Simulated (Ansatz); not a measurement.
## YN: pressure series

Take YN in the rock salt structure (space group Fm-3m, No. 225; a = 4.856 Å) as the base.

Cell and atoms are relaxed at each pressure.

Level of theory: PBEsol (Ansatz, a quantum-chemistry and plane-wave program), no SOC.

Notes on the quantities. enthalpy: H = E + PV relative to the base's energy.

```json
[
 {"change": "base", "volume per atom": "14.31 Å³", "band gap": "0.08 eV", "enthalpy": "–"},
 {"change": "pressure −2 GPa", "volume per atom": "[?]", "band gap": "0.10 eV", "enthalpy": "-0.18 eV/atom"},
 {"change": "pressure −1 GPa", "volume per atom": "14.40 Å³", "band gap": "0.09 eV", "enthalpy": "-0.09 eV/atom"},
 {"change": "pressure 4.5 GPa", "volume per atom": "13.96 Å³", "band gap": "zero", "enthalpy": "+0.40 eV/atom"},
 {"change": "pressure 9 GPa", "volume per atom": "13.65 Å³", "band gap": "zero", "enthalpy": "+0.78 eV/atom"},
 {"change": "pressure 15 GPa", "volume per atom": "13.28 Å³", "band gap": "zero", "enthalpy": "+1.29 eV/atom"},
 {"change": "pressure 22.5 GPa", "volume per atom": "12.88 Å³", "band gap": "zero", "enthalpy": "+1.90 eV/atom"},
 {"change": "pressure 30 GPa", "volume per atom": "12.53 Å³", "band gap": "zero", "enthalpy": "+2.50 eV/atom"}
]
```

Q: Fill in the withheld entries from the trend.

A: 
- pressure −2 GPa, volume per atom: 14.49 Å³

The mesh was chosen for an insulator and is coarse for the gapless case. Load acts through the strain it causes; cell and atoms are relaxed under it. Whether these cells are dynamically stable was not tested. Competing high-pressure phases were not computed. All final runs are without spin polarisation. Gaps under 0.05 eV, about the width of the smearing, are given as zero. The zero or small gap of YN can change with the level of theory.
